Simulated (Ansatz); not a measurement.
Input and output of a zone-centre phonon calculation for NbC (Fm-3m, 2 atoms in the cell) (Ansatz, a quantum-chemistry and plane-wave program).

Level of theory: PBE, harder PAW files (source: ansatz) (plane waves; Ansatz).

```
CELL_PARAMETERS angstrom
      0.00000     2.20648     2.20648
      2.20648     0.00000     2.20648
      2.20648     2.20648     0.00000
ATOMIC_POSITIONS crystal
  Nb 0.00000 0.00000 0.00000
  C  0.50000 0.50000 0.50000
```

Reference input (self-consistent single point, DFT, PBE, plane waves, harder PAW files (source: ansatz)): basis.ecutwfc = 820 eV; kpoints.mp_grid.grid = 17 17 17; hamiltonian.xc = pbe; hamiltonian.pseudopotentials = {kind: paw, source: ansatz}; scf.occupations.method = methfessel_paxton; scf.occupations.width = 0.136 eV. This run's input differs from it in these lines:

Ansatz 0.2 input:
```diff
@@ -12,3 +12,3 @@
 kpoints:
-  mp_grid: { grid: [17, 17, 17] }
+  mp_grid: { grid: [10, 10, 10] }
 hamiltonian:
@@ -18,6 +18,4 @@
   occupations: { method: methfessel_paxton, width: 0.136 eV }
-output:
-  forces: true
-  eigenvalues: true
-  stress: true
+phonons:
+  method: dfpt
```

Output (repeated stretches shortened):

```
SCF iter   1: F=—  HF=-4816.028863 eV  |F-HF|=—  |Δ(HF+E_count)|=         —  Δρ=1.73e-1  dr2=8.98e0  ethr=3.10e-3  ⟨swp⟩=5.1  Hψ=7799  notcnv=0
all-band conjugate gradients solve this SCF's bands
preconditioner: auto → none
SCF iter   2: F=—  HF=-4814.637503 eV  |F-HF|=—  |Δ(HF+E_count)|=    1.39e0  S|Δr|=    0.00e0  Δρ=1.10e-1  dr2=3.62e0  ethr=3.10e-3  ⟨swp⟩=5.2  Hψ=12543  notcnv=0
   [... lines left out ...]
SCF iter   6: F=—  HF=-4813.732031 eV  |F-HF|=—  |Δ(HF+E_count)|=   1.07e-5  S|Δr|=    0.00e0  Δρ=4.81e-5  dr2=3.75e-7  ethr=1.57e-7  ⟨swp⟩=2.5  Hψ=2169  notcnv=0  defer=336
SCF iter   7: F=—  HF=-4813.732013 eV  |F-HF|=—  |Δ(HF+E_count)|=   1.78e-5  S|Δr|=    0.00e0  Δρ=1.51e-6  dr2=1.95e-10  ethr=2.21e-9  ⟨swp⟩=2.5  Hψ=2574  notcnv=0  defer=336
SCF iter   8: F=-4813.732013 eV  HF=-4813.732013 eV  |F-HF|=0.00e0  |Δ(HF+E_count)|=  1.36e-10  S|Δr|=    0.00e0  Δρ=1.00e-7  dr2=1.17e-12  ethr=1.00e-12  ⟨swp⟩=12.9  Hψ=10582  notcnv=0
SCF 1 converged in 8 iterations: F = -4813.732013 eV  dr2 = 1.17e-12
DFPT response loops at Γ: preconditioner auto → Kerker (q_TF=auto, 2.624 Å⁻¹) (partly filled bands, converged f_vac=0.000) …
Stability not checked (fill_not_monotonic)
Free energy (F): -4813.732013 eV
Internal energy: -4813.733036 eV  (E = F + TS)
E sigma→0 (E₀):  -4813.732269 eV
Entropy (-TS):   0.001023 eV (0.512 meV/atom)
Fermi energy:    19.601598 eV
   [... lines left out ...]
  ASR residual: 4.977e-5 → 0.000e0 eV/Å²; symmetrization residual: 5.350e-6 eV/Å²
  ASR residual per site (eV/Å²): 4.49e-5 4.98e-5
  Γ frequencies (cm⁻¹): 0.00 0.00 0.00 571.53 571.53 571.53
  non-analytic LO–TO correction: not included (Born effective charges unavailable; polar crystals: no LO–TO splitting at Γ)
```

The run converged in 8 iterations. 

Summary of the result:
| Property | Result |
|---|---|
| Free energy E − TS (on the zero of these files) | -4813.7320 eV |
| Fermi level (on the code's own zero) | 19.60 eV |
| Zone-centre frequencies (cm⁻¹; negative means imaginary) | 0, 0, 0, 572, 572, 572 |

The starting cell comes from a database of computed structures (which also holds hypothetical and non-ambient phases and stackings), without a prior relaxation at this level. Its lattice was rescaled by a random factor within 2.5 % of one. Spin polarisation is off.
